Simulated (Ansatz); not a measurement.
Data:

```yaml
crystal:
  lattice:
    - [4.23436, 0.00000, 0.00000]
    - [2.11718, 3.66707, 0.00000]
    - [0.00000, 0.00000, 6.77677]
  atoms:
    - { symbol: Cd, position: [0.33333, 0.33333, 0.99730] }
    - { symbol: Cd, position: [0.66667, 0.66667, 0.49730] }
    - { symbol: S, position: [0.33333, 0.33333, 0.37750] }
    - { symbol: S, position: [0.66667, 0.66667, 0.87750] }
```

No spin polarisation.

Method: Ansatz (a program for electronic structure), PBE, PAW, cutoff 420 eV, spin-orbit coupling left out, earlier PAW set. k-mesh 9×9×5 (Γ-centred); smearing 0.05 eV (Fermi–Dirac).

Question: Predict the valence-band top at Γ, space group, electron mass and in-plane stress.

Answer: 
- Valence-band top at Γ (three highest levels, from the VBM): 0.00, -0.01, -0.01 eV
- Space group: P6_3mc (No. 186)
- Electron mass: 0.12 mₑ out of plane, 0.12 mₑ in plane (at Γ)
- Mean in-plane stress (compression positive): -0.8 GPa

The levels and masses belong to the bands next to the band gap. The cells carry an imposed strain or load. Masses are band curvatures over ±0.01 Å⁻¹ around the edge. Stability against distortions was not tested. The cell was made from CdS in the wurtzite structure (space group P6_3mc, No. 186) by this change: biaxial strain +0.90 %, plane normal [001], relaxed out of plane.
